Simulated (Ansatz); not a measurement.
The reference is Ce in the fcc (Cu type) structure (space group Fm-3m, No. 225; a = 4.5822 Å). Axes: x, y, z lie along the cube axes.

Structures relaxed with Ansatz (a program for electronic structure), PBEsol, PAW, cutoff 420 eV, no spin-orbit coupling.

Base:

Simulated powder pattern, Cu Kα1, λ = 1.54056 Å (kinematic, ideal powder, no thermal factors, no anomalous dispersion; the 10 strongest lines at most, above 2 %, up to 2θ = 90°):

| 2θ (°) | I/Imax (%) | hkl |
|---|---|---|
| 33.86 | 100 | (111) |
| 39.29 | 50 | (200) |
| 56.78 | 33 | (220) |
| 67.77 | 39 | (311) |
| 71.23 | 11 | (222) |
| 84.51 | 5.6 | (400) |

The change: biaxial strain −1.62 %, plane normal [111], relaxed out of plane (Cartesian); in-plane vectors clamped, the third vector and the atoms free.

After the change:

Simulated powder pattern, Cu Kα1, λ = 1.54056 Å (kinematic, ideal powder, no thermal factors, no anomalous dispersion; the 10 strongest lines at most, above 2 %, up to 2θ = 90°):

```
2θ (°)  I/Imax (%)       hkl
------  ----------  --------
33.69           35     (111)
34.35          100  (1 1 -1)
39.68           67     (200)
56.93           23     (220)
57.80           22  (2 0 -2)
67.81           14     (311)
68.60           26  (3 1 -1)
68.99           13  (1 1 -3)
72.39           11  (2 2 -2)
85.50          7.5     (400)
```

The indices refer to the base's conventional cell; one index is shown for lines that coincide. The space group is now R-3m (No. 166).

The 4f electrons are in the valence with no U and their state was not checked, so volumes and moments can be off. No phonon test of stability was made. Starting moments died away, wholly or in part, for the base; another magnetic solution may exist. The final runs are not spin-polarised.
